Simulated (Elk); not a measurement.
A self-consistent single point of ReTc (P-6m2, 2 atoms in the cell) with Elk.

Method of the run: LDA (PW92), all-electron FP-LAPW, Elk's shipped species files, APW+lo basis with extra local orbitals (Elk 10.2.4).

```xyz
2
Lattice="2.7493 0.0000 0.0000 -1.3746 2.3810 0.0000 0.0000 0.0000 4.4403" Properties=species:S:1:pos:R:3 pbc="T T T"
Tc     1.3747     0.7937     0.0000
Re     0.0000     0.0000     2.2201
```

Reference input (self-consistent single point, DFT, PBEsol, all-electron FP-LAPW, Elk's shipped species files, APW+lo basis with extra local orbitals): xctype = 22; rgkmax = 7.5; stype = 0; swidth = 0.00734986 Ha; ngridk = 11 11 6; tforce = true; gmaxvr = 18 1/bohr; lmaxapw = 10; lmaxo = 8; nxlo = 2; lorbcnd = true; lradstp = 2. This run's input differs from it in these lines:

```diff
@@ -4,3 +4,3 @@
 xctype
-  22
+  3
```

Output, abridged:

```
│ Self-consistent loop started │
│ Loop number : 1 │
 total energy                :     -21001.7570555
│ Loop number : 2 │
 total energy                :     -21000.9519586
RMS change in Kohn-Sham potential (target) :   0.2211054520     (  0.1000000000E-05)
Absolute change in total energy (target)   :   0.8050969605     (  0.1000000000E-03)
│ Loop number : 3 │
 total energy                :     -21001.5696004
RMS change in Kohn-Sham potential (target) :   0.1480348019     (  0.1000000000E-05)
Absolute change in total energy (target)   :   0.4163676104     (  0.1000000000E-03)
│ Loop number : 4 │
   [... lines left out ...]
Absolute change in total energy (target)   :   0.3463445868E-02 (  0.1000000000E-03)
│ Loop number : 14 │
 total energy                :     -20990.7890146
RMS change in Kohn-Sham potential (target) :   0.9024041744E-06 (  0.1000000000E-05)
Absolute change in total energy (target)   :   0.1043354627E-02 (  0.1000000000E-03)
│ Loop number : 15 │
 total energy                :     -20990.7892172
RMS change in Kohn-Sham potential (target) :   0.9869412317E-06 (  0.1000000000E-05)
Absolute change in total energy (target)   :   0.5823146785E-04 (  0.1000000000E-03)
Convergence targets achieved

│ Loop number : 16 │

Energies :
 Fermi                       :     0.546574607963
 total energy                :     -20990.7893153

Density of states at Fermi energy :    46.73746922
 (states/Hartree/unit cell)

Estimated indirect band gap :   0.2553824353E-02
 from k-point     19 to k-point    104
Estimated direct band gap   :   0.7981408611E-02
 at k-point     92

Charges :
 core                        :    74.00000000
 valence                     :    44.00000000
 interstitial                :    4.258395214
 muffin-tins (core leakage)
  species :    1 (Tc)
   atom    1                 :    40.71533931     (  0.1790941909E-05)
  species :    2 (Re)
   atom    1                 :    73.02626548     (  0.9095287936E-06)
 total in muffin-tins        :    113.7416048
   [... lines left out ...]
   total force               :    -0.00000000   -0.00000000    0.00000000
   total magnitude           :     0.00000000
 species :    2 (Re)
  atom :    1
   Hellmann-Feynman          :    -0.00000000    0.00000000    0.00000000
   IBS                       :     0.00000000   -0.00000000    0.00000000
   total force               :     0.00000000    0.00000000    0.00000000
   total magnitude           :     0.00000000
```

The run converged in 16 iterations. The count includes the last loop, which Elk runs after its targets are met. 

The starting cell comes from a database of computed structures (which also holds hypothetical and non-ambient phases and stackings), without a prior relaxation at this level. Spin-orbit coupling is off. Spin polarisation is off. Values depend on the basis (sphere radii, cutoffs, local orbitals), which need not be converged. The log's line on a gap gives a spacing of levels on this mesh, which the program prints for metals too.

Cost on one core of a shared machine: roughly 2 min.
